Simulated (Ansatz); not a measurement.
Consider TiO$_{2}$ in the rutile structure (space group P4_2/mnm, No. 136; a = 4.5481 Å, c = 2.9171 Å). Axes: x, y, z lie along a, b, c of the conventional cell.

All numbers come from plane-wave PAW DFT at the LDA level (Ansatz, a program for electronic structure, 420 eV), spin-orbit coupling left out.

Base values:

* **Shortest interatomic distance**: 1.928 Å
* **Band gap**: 1.86 eV

The change: uniaxial strain ε_zz = +1.20 %, all other strain components held at zero, atoms relaxed at fixed cell.

What does the calculation give for the stress, shortest interatomic distance and band gap after the change?

The stress (xx, yy, zz, yz, xz, xy; compression positive) comes out as (-2.05, -2.05, -6.11, 0.00, 0.00, 0.00) GPa; the shortest interatomic distance grows by 0.011 Å, from 1.928 Å to 1.939 Å; the band gap falls by 0.03 eV (1.86 eV → 1.83 eV).

No phonon test of stability was made. The final runs are not spin-polarised.
